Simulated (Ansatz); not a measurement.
**A computed series for hypothetical cubic perovskite TlPbF3: element substitutions**

The parent structure is TlPbF₃ in the cubic perovskite structure (space group Pm-3m, No. 221; a = 4.854 Å; a hypothetical phase, not in the database extracts checked).

Each row replaces one element on all its sites; cell and atoms are relaxed.

All numbers come from PBE in Ansatz (plane waves to 420 eV, PAW, no SOC).

```
variant  band gap  lattice parameter a
-------  --------  -------------------
base      1.86 eV             485.4 pm
Pb → Si   0.63 eV             438.8 pm
F → Cl    1.94 eV             568.8 pm
Pb → Bi      zero             478.8 pm
```

Spin-orbit coupling, missing from the scalar runs, can matter with Pb and Tl. Whether these cells are dynamically stable was not tested. As relaxed here, TlSiF3, TlPbCl3 and TlBiF3 are hypothetical phases, not in the database extracts checked. The final runs are not spin-polarised. An odd electron count without spin: TlBiF3. Many cubic perovskites are stable only at high temperature; tilts and polar distortions were not tested.

Ansatz is an electronic-structure program.
